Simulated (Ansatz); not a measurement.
## Effect of uniaxial strain ε_zz = −3.00 % on AlN

Start from AlN in the zinc blende structure (space group F-43m, No. 216; a = 4.378 Å). Axes: x, y, z lie along the cube axes.

The change: the cell is compressed by 3.00 % along z with no lateral relaxation, atoms relaxed at fixed cell.

Method: PBEsol, PAW, 420 eV (Ansatz, a quantum-chemistry and plane-wave program; no spin-orbit coupling). Settings: 13×13×13 k-points, 0.05 eV Fermi–Dirac smearing.

The volume per atom decreases by 0.315 Å³ to 10.17 Å³ and the space group changes from F-43m (No. 216) to I-4m2 (No. 119). The shortest interatomic distance shrinks by 0.035 bohr to 3.547 bohr and the energy goes up by 8.5 meV/atom. The band gap falls by 0.15 eV, from 3.19 eV to 3.04 eV and the gap character amounts to indirect, Γ → M. The smallest direct gap goes up by 0.18 eV to 4.24 eV and the electron mass becomes 0.49 mₑ along k, 0.33 mₑ across (at X) (base: 0.52 mₑ along k, 0.32 mₑ across (at X)). The valence-band top at Γ (three highest levels, from the VBM) amounts to 0.00, -0.12, -0.12 eV and the valley order (the lowest conduction-band minima on the path, energy above the VBM, named in the base's zone) changes from X along ⟨100⟩ 3.19 eV; Γ 4.06 eV to X along [001] 3.04 eV; X along [100] 3.18 eV; Γ 4.24 eV. The stress (xx, yy, zz, yz, xz, xy; compression positive) is (5.24, 5.24, 8.65, 0.00, 0.00, 0.00) GPa.

Effective masses come from finite differences of ±0.01 Å⁻¹. Along k means along the line from Γ to the band edge. Stability against distortions was not tested. This is not the structure that AlN has at room temperature and ambient pressure. k-point labels follow each cell's own Brillouin zone.
